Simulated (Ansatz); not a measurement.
Output of an Ansatz run (abridged):

```
WARN basis.ecutwfc = 500 eV, the default
WARN ansatz: RAYON_NUM_THREADS=1 ignored (pool sized by the plan → 1); use --threads N
Pseudopotentials: kind: paw
Pseudopotential: Sr, paw, valence charge 10
Pseudopotential: Ga, paw, valence charge 13
Pseudopotential: Nb, paw, valence charge 13
Pseudopotential: O, paw, valence charge 6
Crystal: 10 atoms, lattice volume = 115.785 Å³
Basis set: ecut = 500 eV, 2891 PW (Γ), exchange–correlation on 160×160×160 points (64 copies of the dense FFT grid, shifted against one another)
Bands: 51, of which v1, the nominal top of the filled ones, is band 41 counted from 1 (40 counted from 0)
Symmetry: 48 space group operations
Space group: Fm-3m (ITA 225), of the structure as read, at distance tolerance 4.9e-5 Å
k-points: 10 of 125
PAW frozen core: Sr, regenerated for the run's functional
PAW frozen core: Ga, regenerated for the run's functional
PAW frozen core: Nb, regenerated for the run's functional
PAW frozen core: O, regenerated for the run's functional
Initial density: superposition of atomic densities (neutral atoms: chi_scale 0, normalization atom), corrected by the library's trained network
Initial wavefunctions: pseudopotential atomic-orbital guess
Eigensolver: davidson
Functional: x = r2scan, c = r2scan; τ floored in thin density (d = 2e-4 eV/Å³)
SCF iter   1: F=—  HF=-18889.286079 eV  |F-HF|=—  |Δ(HF+E_count)|=         —  Δρ=1.36e-2  dr2=2.65e-1  dr2_τ=5.48e-1  ethr=1.77e-3  ⟨swp⟩=10.0  Hψ=2397  notcnv=0
all-band conjugate gradients solve this SCF's bands
preconditioner: auto → Resta (q_TF=auto, 2.576 Å⁻¹)
SCF iter   2: F=—  HF=-18889.510730 eV  |F-HF|=—  |Δ(HF+E_count)|=   2.25e-1  S|Δr|=    0.00e0  Δρ=5.86e-3  dr2=1.46e-2  dr2_τ=1.08e-2  ethr=3.23e-4  ⟨swp⟩=2.1  Hψ=986  notcnv=0  defer=45
SCF iter   3: F=—  HF=-18889.511247 eV  |F-HF|=—  |Δ(HF+E_count)|=   5.17e-4  S|Δr|=    0.00e0  Δρ=3.06e-3  dr2=4.90e-3  dr2_τ=4.49e-4  ethr=1.78e-5  ⟨swp⟩=1.9  Hψ=719  notcnv=0  defer=45
SCF iter   4: F=—  HF=-18889.510799 eV  |F-HF|=—  |Δ(HF+E_count)|=   4.48e-4  S|Δr|=    0.00e0  Δρ=3.98e-4  dr2=8.28e-5  dr2_τ=2.42e-5  ethr=5.98e-6  ⟨swp⟩=2.4  Hψ=809  notcnv=0  defer=45
SCF iter   5: F=—  HF=-18889.510791 eV  |F-HF|=—  |Δ(HF+E_count)|=   7.61e-6  S|Δr|=    0.00e0  Δρ=1.56e-4  dr2=1.45e-5  dr2_τ=2.55e-6  ethr=1.01e-7  ⟨swp⟩=2.0  Hψ=798  notcnv=0  defer=45
SCF iter   6: F=—  HF=-18889.510797 eV  |F-HF|=—  |Δ(HF+E_count)|=   5.28e-6  S|Δr|=    0.00e0  Δρ=6.14e-5  dr2=3.12e-6  dr2_τ=5.55e-7  ethr=1.77e-8  ⟨swp⟩=2.2  Hψ=845  notcnv=0  defer=45
SCF iter   7: F=-18889.510797 eV  HF=-18889.510797 eV  |F-HF|=6.40e-8  |Δ(HF+E_count)|=   7.77e-8  S|Δr|=    0.00e0  Δρ=1.14e-5  dr2=8.15e-8  dr2_τ=1.36e-8  ethr=1.22e-10  ⟨swp⟩=11.5  Hψ=3045  notcnv=0
SCF 1 converged in 7 iterations: F = -18889.510797 eV  dr2 = 8.15e-8
SCF converged after 7 iterations
Stability not checked (fill_not_monotonic)
Free energy (F): -18889.510797 eV
Harris-Foulkes:  -18889.510797 eV  (|F-HF|=6.40e-8)
Internal energy: -18889.510797 eV  (E = F + TS)
E sigma→0 (E₀):  -18889.510797 eV
Fermi energy:    12.615214 eV
Step filling:    the computed levels leave a gap of 4.0276 eV = 20.1 smearing widths
--- Per-component energies (eV) ---
  E_band       = -190.508847
  E_kinetic    = 2082.044190
  E_local      = -5626.385129  (includes V_loc(G=0)·N_el)
  E_nonlocal   = 1239.088270
  E_hartree    = 2096.879303
  E_xc         = -1009.005231
  E_vxc        = -1297.797890  (∫ρ·V_xc dr)
  E_paw        = -11497.187162  (= ΣΔE_a)
  E_vpaw       = -858.267242  (= ΣTr[D̂ρ^β])
  E_aug_tail   = 0.006452  (compensation charges beyond the density's cutoff)
  E_vtau       = 77.042736  (kinetic-family band-sum trace: ∫τ·v_τ [+ j·A + Jᵃ·Aᵃ] dr)
  E_ewald      = -6173.622270
  E_core_change = -1.329219  (= ΣΔE_core)
  E_smearing   = 0.000000  (= −TS)
  E_closure    = -0.000000  (closes the sum)
  Σ components = -18889.510797   (vs F -18889.510797, Δ=0.00e0)
--- Forces (eV/Å), atoms counted from 1 ---
  atom   1  Sr    -0.00000000     0.00000000    -0.00000000
  atom   2  Sr     0.00000000     0.00000000    -0.00000000
  atom   3  Ga     0.00000000     0.00000000    -0.00000000
  atom   4  Nb    -0.00000000    -0.00000000     0.00000000
  atom   5  O      0.24373319    -0.00000000    -0.00000000
  atom   6  O     -0.24373319     0.00000000     0.00000000
  atom   7  O      0.00000000     0.24373319     0.00000000
  atom   8  O     -0.00000000    -0.24373319     0.00000000
  atom   9  O      0.00000000    -0.00000000     0.24373319
  atom  10  O      0.00000000    -0.00000000    -0.24373319
  max |Σ_I F_I| component: 1.62e-16 eV/Å
--- Stress (GPa, compression-positive) ---
       12.616733       0.000000      -0.000000
       -0.000000      12.616733      -0.000000
        0.000000       0.000000      12.616733
  P = ⅓ Tr σ = 12.6167 GPa (126.167 kbar)
  The stress holds the Pulay correction. Without it, at fixed plane waves, as pw.x and ABINIT print it: P = 12.5288 GPa
--- Band table (eV; the first three rows and the last of 10) ---
  k-point 0: bands = ["-45.6567", "-23.1744", "-23.1026", "-21.2427", "-21.2427", "-21.2427", "-8.4520", "-7.4381", "-7.4381", "-6.7935", "-6.7935", "-6.7935", "-4.8757", "-4.8757", "-4.8757", "-4.5652", "-4.5652", "-4.5652", "-2.1119", "-2.1119", [...]
  k-point 1: bands = ["-45.6567", "-23.1690", "-23.1090", "-21.2428", "-21.2428", "-21.2406", "-8.3940", "-7.4829", "-7.4829", "-7.1185", "-6.8185", "-6.8185", "-4.7864", "-4.7864", "-4.6221", "-4.5487", "-4.5487", "-4.4476", "-2.1200", "-2.1145", [...]
  k-point 2: bands = ["-45.6567", "-23.1522", "-23.1273", "-21.2430", "-21.2430", "-21.2369", "-8.1625", "-7.7012", "-7.5533", "-7.5533", "-6.8526", "-6.8526", "-4.6284", "-4.6284", "-4.5448", "-4.5448", "-4.2836", "-4.2506", "-2.1358", "-2.1191", [...]
  k-point 9: bands = ["-45.6567", "-23.1475", "-23.1328", "-21.2442", "-21.2401", "-21.2363", "-8.3868", "-7.9690", "-7.4762", "-7.0783", "-7.0356", "-6.9122", "-4.5483", "-4.4997", "-4.4404", "-4.3334", "-4.2898", "-4.2112", "-2.1358", "-2.1294", [...]
```

The structure:

```
CELL_PARAMETERS angstrom
      0.00000     3.86849     3.86849
      3.86849     0.00000     3.86849
      3.86849     3.86849     0.00000
ATOMIC_POSITIONS crystal
  Sr 0.25000 0.25000 0.25000
  Sr 0.75000 0.75000 0.75000
  Ga 0.50000 0.50000 0.50000
  Nb 0.00000 0.00000 0.00000
  O  0.74910 0.25090 0.25090
  O  0.25090 0.74910 0.74910
  O  0.25090 0.74910 0.25090
  O  0.74910 0.25090 0.74910
  O  0.25090 0.25090 0.74910
  O  0.74910 0.74910 0.25090
```

Reconstruct the input of this run.

Other spellings and defaults could give the same log, and not every line can be read from it. The input that was run (DFT, r2SCAN, plane waves, default PAW files made with PBE):

Ansatz 0.2 input:
```yaml
# Sr2NbGaO6
crystal:
  lattice:
    - [0.000000, 3.868485, 3.868485]
    - [3.868485, 0.000000, 3.868485]
    - [3.868485, 3.868485, 0.000000]
  atoms:
    - { symbol: Sr, position: [0.250000, 0.250000, 0.250000] }
    - { symbol: Sr, position: [0.750000, 0.750000, 0.750000] }
    - { symbol: Ga, position: [0.500000, 0.500000, 0.500000] }
    - { symbol: Nb, position: [0.000000, 0.000000, 0.000000] }
    - { symbol: O, position: [0.749100, 0.250900, 0.250900] }
    - { symbol: O, position: [0.250900, 0.749100, 0.749100] }
    - { symbol: O, position: [0.250900, 0.749100, 0.250900] }
    - { symbol: O, position: [0.749100, 0.250900, 0.749100] }
    - { symbol: O, position: [0.250900, 0.250900, 0.749100] }
    - { symbol: O, position: [0.749100, 0.749100, 0.250900] }
kpoints:
  mp_grid: { grid: [5, 5, 5] }
hamiltonian:
  xc: r2scan
  pseudopotentials: { kind: paw }
scf:
  occupations: { method: cold, width: 0.0147 Ry }
output:
  forces: true
  eigenvalues: true
  stress: true
```

The starting cell was generated: these elements placed on a structure prototype, without a prior relaxation; it need not be a known phase or ordering of this composition. Its lattice was rescaled by a random factor within 2.5 % of one. With a pressure of about 13 GPa the cell is away from its equilibrium volume at this level. Ansatz's pressure includes its estimate of the finite-basis (Pulay) stress.

Ansatz is a quantum-chemistry and plane-wave program.
